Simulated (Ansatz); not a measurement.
## BaTiO3: pressure 30 GPa

Take BaTiO3 in the cubic perovskite structure (space group Pm-3m, No. 221; a = 3.994 Å) as the base.

The change: a hydrostatic pressure of 30 GPa.

Computed with r2SCAN (Ansatz, a quantum-chemistry and plane-wave program, PAW, without spin-orbit coupling). Settings: 8×8×8 k-points, 0.05 eV Fermi–Dirac smearing.

```json
{
  "density": "6.89 g/cm³ (base 6.08 g/cm³)",
  "lattice_parameter_a": "3.830 Å (base 3.994 Å)",
  "shortest_interatomic_distance": "1.915 Å (base 1.997 Å)",
  "band_gap": "2.41 eV (base 2.17 eV)",
  "gap_character": "direct at Γ (base indirect, R → Γ)",
  "width_of_the_top_valence_band": "1.09 eV (base 0.96 eV)"
}
```

Final structure:

```xyz
5
Lattice="3.8303 0.0000 0.0000 0.0000 3.8303 0.0000 0.0000 0.0000 3.8303" Properties=species:S:1:pos:R:3 pbc="T T T"
Ba     0.0000     0.0000     0.0000
Ti     1.9151     1.9151     1.9151
O      0.0000     1.9151     1.9151
O      1.9151     1.9151     0.0000
O      1.9151     0.0000     1.9151
```

Load acts through the strain it causes; cell and atoms are relaxed under it. Stability against distortions was not tested. Competing high-pressure phases were not computed. All final runs are without spin polarisation. Many cubic perovskites are stable only at high temperature; tilts and polar distortions were not tested. This is not the structure that BaTiO3 has at room temperature and ambient pressure.
